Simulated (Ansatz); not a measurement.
The parent structure is AlN in the zinc blende structure (space group F-43m, No. 216; a = 4.342 Å). Axes: x, y, z lie along the cube axes.

Method: DFT with LDA, PAW potentials and a 420 eV plane-wave cutoff in Ansatz (an electronic-structure program), scalar-relativistic without spin-orbit coupling.

Before the change:

```
Quantity     Value
--------  --------
Band gap   3.25 eV
Pressure  0.00 GPa
```

Perturbation: a pure shear with ε_xy = ε_yx = 0.0057; the atoms relax in the strained cell.

Q: Estimate the effect on the band gap.

A: The band gap decreases by 0.05 eV (3.25 eV → 3.20 eV).

Q: What does the calculation give for the valence-band top at Γ after the change?

A: The valence-band top at Γ (three highest levels, from the VBM) amounts to 0.00, -0.05, -0.10 eV.

Q: Estimate the effect on the pressure.

A: The pressure (mean of the normal stresses, compression positive) is nearly the same (0.00 GPa against 0.01 GPa).

Stability against distortions was not tested. This is not the structure that AlN has at room temperature and ambient pressure.
